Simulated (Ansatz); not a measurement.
Base system: Ba₃As₂ (space group P-3m1, No. 164; a = 5.590 Å, c = 7.111 Å; a hypothetical phase, not in the database extracts checked). Axes: x lies along a and z along c of the hexagonal cell.

All numbers come from PBE (Ansatz, a first-principles code; PAW; 420 eV plane waves; no spin-orbit coupling).

Base values:

The electron mass is 0.40 mₑ along c, 0.42 mₑ across (at K).

Now apply this change: the cell is stretched by 0.46 % along y with no lateral relaxation; the atoms relax in the strained cell.

Task: Estimate the effect on the electron mass.

Result: The electron mass goes from 0.40 mₑ along c, 0.42 mₑ across (at K) to 0.39 mₑ along z, 0.42 mₑ across (at K).

Task: What does the calculation give for the energy relative to the base after the change?

Result: The energy stays essentially unchanged.

The levels and masses belong to the bands next to the band gap. Masses are band curvatures over ±0.01 Å⁻¹ around the edge. Whether these cells are dynamically stable was not tested.
